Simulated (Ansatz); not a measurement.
The parent structure is InSe in the beta-GaS type structure (space group P6_3/mmc, No. 194; layered, stacked along the Cartesian z axis).

```cif
data_In4Se4
_chemical_formula_sum 'In4 Se4'
_space_group_name_H-M_alt 'P 1'
_space_group_IT_number 1
_cell_length_a 4.03204
_cell_length_b 4.03204
_cell_length_c 16.76258
_cell_angle_alpha 90.000
_cell_angle_beta 90.000
_cell_angle_gamma 120.000
loop_
_space_group_symop_operation_xyz
  'x, y, z'
loop_
_atom_site_label
_atom_site_type_symbol
_atom_site_fract_x
_atom_site_fract_y
_atom_site_fract_z
_atom_site_occupancy
In1 In 0.33333 0.66667 0.66667 1
In2 In 0.66667 0.33333 0.16667 1
In3 In 0.66667 0.33333 0.33333 1
In4 In 0.33333 0.66667 0.83333 1
Se1 Se 0.33333 0.66667 0.08991 1
Se2 Se 0.66667 0.33333 0.58991 1
Se3 Se 0.66667 0.33333 0.91009 1
Se4 Se 0.33333 0.66667 0.41009 1
```

Levels (all Ansatz, a quantum-chemistry and plane-wave program, PAW, earlier PAW set): PBE-D3(BJ) (420 eV, no spin-orbit coupling); r2SCAN (500 eV, no spin-orbit coupling).

The geometry is relaxed with PBE-D3(BJ).

| Property | Value |
|---|---|
| PBE-D3(BJ) lowest conduction level above the VBM at special points | Γ 0.37 eV; M 1.12 eV; A 1.23 eV; L 1.47 eV |
| PBE-D3(BJ) gap character | direct at Γ |
| PBE-D3(BJ) width of the top valence band | 1.71 eV |

Q: How does going to r2SCAN change the lowest conduction level above the VBM at special points, gap character and width of the top valence band?

A: The lowest conduction level above the VBM at special points goes from Γ 0.37 eV; M 1.12 eV; A 1.23 eV; L 1.47 eV to Γ 0.79 eV; M 1.45 eV; A 1.57 eV; L 1.74 eV; the gap character stays direct at Γ; the width of the top valence band rises by 0.05 eV (1.71 eV → 1.76 eV).

Single points use the geometry relaxed with PBE-D3(BJ). Whether these cells are dynamically stable was not tested.
